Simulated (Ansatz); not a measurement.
Ansatz (a first-principles code) run on CaC2 (Cm, 6 atoms in the cell): relaxation of the atoms.

Method of the run: LDA (PW92), default PAW files made with PBE (plane waves; Ansatz).

The change in words: one atom moved by 0.15 angstrom; relax: default → atoms; relax.f_tol: default → 0.02 eV/Å. Reference geometry:
```yaml
crystal:
  lattice:
    - [3.58964, -1.92104, 0.00000]
    - [3.58964, 1.92104, 0.00000]
    - [-2.17074, 0.00000, 7.11421]
  atoms:
    - { symbol: Ca, position: [0.79741, 0.79741, 0.75351] }
    - { symbol: Ca, position: [0.20259, 0.20259, 0.24649] }
    - { symbol: C, position: [0.07922, 0.07922, 0.56431] }
    - { symbol: C, position: [0.92078, 0.92078, 0.43569] }
    - { symbol: C, position: [0.45186, 0.45186, 0.05825] }
    - { symbol: C, position: [0.54814, 0.54814, 0.94175] }
```

Reference input (self-consistent single point, DFT, LDA (PW92), plane waves, default PAW files made with PBE): basis.ecutwfc = 420 eV; kpoints.mp_grid.grid = 7 7 4; hamiltonian.xc = lda; hamiltonian.pseudopotentials = {kind: paw} (the program's default PAW files); scf.occupations.method = fixed. This run's input differs from it in these lines:

```diff
@@ -7,3 +7,3 @@
   atoms:
-    - { symbol: Ca, position: [0.79741000, 0.79741000, 0.75351000] }
+    - { symbol: Ca, position: [0.80378500, 0.80378500, 0.77459500] }
     - { symbol: Ca, position: [0.20259000, 0.20259000, 0.24649000] }
@@ -22,2 +22,4 @@
   occupations: { method: fixed }
+relax:
+  f_tol: 0.02
 output:
```

Log, with long lists cut:

```
   [... SCF lines of the steps left out ...]
relax step   1: F+E_penalty+E_count = -4516.49966491 eV  Δ(F+E_penalty+E_count) = +0.000e0 eV  max|allowed force component| = 9.270e-1 eV/Å  Δτ_max = 0.0000 Å  (6 SCF iters, dr2 threshold 1.00e-5 eV, accepted)
relax step   2: F+E_penalty+E_count = -4516.47761090 eV  Δ(F+E_penalty+E_count) = +2.205e-2 eV  max|allowed force component| = 9.055e-1 eV/Å  Δτ_max = 0.1982 Å  (7 SCF iters, dr2 threshold 5.37e-5 eV, rejected (line search))
relax step   3: F+E_penalty+E_count = -4516.56783525 eV  Δ(F+E_penalty+E_count) = -6.817e-2 eV  max|allowed force component| = 2.682e-1 eV/Å  Δτ_max = 0.0991 Å  (8 SCF iters, accepted)
relax step   4: F+E_penalty+E_count = -4516.57289563 eV  Δ(F+E_penalty+E_count) = -5.060e-3 eV  max|allowed force component| = 9.157e-2 eV/Å  Δτ_max = 0.0379 Å  (5 SCF iters, dr2 threshold 4.50e-6 eV, accepted)
relax step   5: F+E_penalty+E_count = -4516.57339887 eV  Δ(F+E_penalty+E_count) = -5.032e-4 eV  max|allowed force component| = 3.410e-3 eV/Å  Δτ_max = 0.0111 Å  (5 SCF iters, dr2 threshold 7.02e-7 eV, accepted)
relax step   6: F+E_penalty+E_count = -4516.57339909 eV  Δ(F+E_penalty+E_count) = -2.250e-7 eV  max|allowed force component| = 3.254e-3 eV/Å  Δτ_max = 0.0000 Å  (3 SCF iters, accepted)
the relaxation is at rest under the 2 symmetry operations that the run kept from its start: a minimum is not shown …
Stability not checked: this state was not tested for a lower state beside it, because too few of the mixer's solves of this state at the end of the SCF gave a …
Free energy (F): -4516.573399 eV
Internal energy: -4516.573399 eV  (E = F + TS)
E sigma→0 (E₀):  -4516.573399 eV
Fermi energy:    3.861588 eV
--- Forces (eV/Å), atoms counted from 1 ---
  atom   1  Ca    -0.00015244     0.00000000     0.00049048
  atom   2  Ca     0.00016908     0.00000000    -0.00085307
   [... lines left out ...]
    - { symbol: C, position: [0.0800811423190282, 0.0800811423190282, 0.5677793726455446] }
    - { symbol: C, position: [0.922044679908353, 0.922044679908353, 0.4392562451953673] }
    - { symbol: C, position: [0.45570762342866006, 0.45570762342866006, 0.06386224948700817] }
    - { symbol: C, position: [0.5464097122734543, 0.5464097122734543, 0.9431461945219431] }
```

The run converged. 

Summary of the result:
| Quantity | Result |
|---|---|
| Free energy E − TS (on the zero of these files) | -4516.5734 eV |
| Top of the valence band (on the code's own zero) | 3.86 eV |
| Gap on the k-point mesh | 2.25 eV |
| Pressure | -4.75 GPa |
| Largest force (vector length) | 0.004 eV/Å |
| Relaxation steps | 6 |

The starting cell comes from a database of computed structures (which also holds hypothetical and non-ambient phases and stackings), without a prior relaxation at this level. Its lattice was rescaled by up to half a per cent. For this run, on top of that: one atom moved by 0.15 angstrom. Ansatz's pressure includes its estimate of the finite-basis (Pulay) stress.

Cost on one core of a shared machine: roughly 40 s.

Keys are those of Ansatz 0.2.
